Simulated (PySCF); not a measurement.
PySCF 2.14.0, unrestricted R2SCAN/def2-svp, df: CN1[CH]CCC1=O, charge 0, multiplicity 2, 15 atoms. The geometry is a generated start, not checked to be a minimum at this level.

```
Property                       Value
-------------------  ---------------
task                          energy
method                        r2scan
basis                       def2-svp
two-electron scheme  density fitting
mol.max_memory               3000 MB
mf.max_cycle                     100
mf.init_guess        minao (default)
mf.conv_tol          1e-09 (default)
mf.grids.level           3 (default)
basis functions                  138
grid points                   177040
```

```xyz
15

C      2.1348     0.0464    -0.0295
N      0.6981    -0.0084    -0.0148
C     -0.0541    -0.9574    -0.6320
C     -1.5009    -0.7147    -0.3892
C     -1.5131     0.6060     0.3930
C     -0.0494     0.9415     0.6314
O      0.4198     1.8740     1.2589
H      2.5284    -0.7712    -0.6288
H      2.4595     1.0018    -0.4465
H      2.5194    -0.0223     0.9893
H      0.3848    -1.7808    -1.1556
H     -1.9548    -1.5319     0.1838
H     -2.0631    -0.6430    -1.3272
H     -1.9680     1.4196    -0.1776
H     -2.0414     0.5404     1.3450
```

Charge 0 and multiplicity 2 are set for this test and not shown to be the ground state.

With the defaults (mf.DIIS = CDIIS, mf.diis = true, mf.level_shift = 0, mf.diis_space = 8, newton = off, mf.diis_damp = 0) it converges in 17 Fock builds. One run each on 2 threads, 1 BLAS thread, with these changes:
- mf.level_shift = 0.1 Hartree
- newton = Hessian by the SCF's own integrals
- mf.level_shift = 0.3 Hartree
- mf.level_shift = 1 Hartree
- mf.diis_space = 3
- mf.DIIS = EDIIS
- mf.diis_space = 12
- mf.diis_damp = 0.3
- mf.diis = false

Question: Name the settings that don't reach the solution of the defaults.

Answer: No convergence: mf.DIIS = EDIIS; mf.diis = false (the run ends without SCF convergence in 100 cycles). The rest reach the solution of the defaults.

```
setting                                      Fock builds             end
-------------------------------------------  -----------  --------------
mf.diis_space = 12                                    16   same solution
mf.diis_damp = 0.3                                    16   same solution
the defaults                                          17   same solution
mf.level_shift = 0.1 Hartree                          17   same solution
mf.level_shift = 0.3 Hartree                          20   same solution
mf.diis_space = 3                                     35   same solution
newton = Hessian by the SCF's own integrals           40   same solution
mf.level_shift = 1 Hartree                            62   same solution
mf.DIIS = EDIIS                                      101  no convergence
mf.diis = false                                      101  no convergence
```

Under newton the count holds the products with the orbital Hessian.
